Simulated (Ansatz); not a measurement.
# SrHfN2 (model structure, started from the MgZrN2 type, I4₁/amd, No. 141, 8 atoms in the cell): properties by level of theory

```csv
level (code),lattice parameter a (Å),c axis length (Å),cohesive energy (eV/atom)
LDA (Ansatz),4.779,9.658,6.74
PBE (Ansatz),4.884,9.836,5.76
PBEsol (Ansatz),4.823,9.735,6.20
PBE-D3(BJ) (Ansatz),4.843,9.762,6.07
r²SCAN (Ansatz),4.866,9.789,5.78
r²SCAN+rVV10 (Ansatz),4.851,9.762,5.98
```

Ansatz's density-functional and Hartree–Fock values are scalar-relativistic unless marked +SOC, with PAW data made under PBE.

Free atoms are spin-polarised, in the lowest state found; at levels without +SOC their spin–orbit coupling is left out.

Computed values are for the static lattice.

A model structure was made by putting elements into a prototype or built by hand; it is no filed structure, need not be a known phase, and can be a saddle point held by its symmetry.

Ansatz is an electronic-structure program.
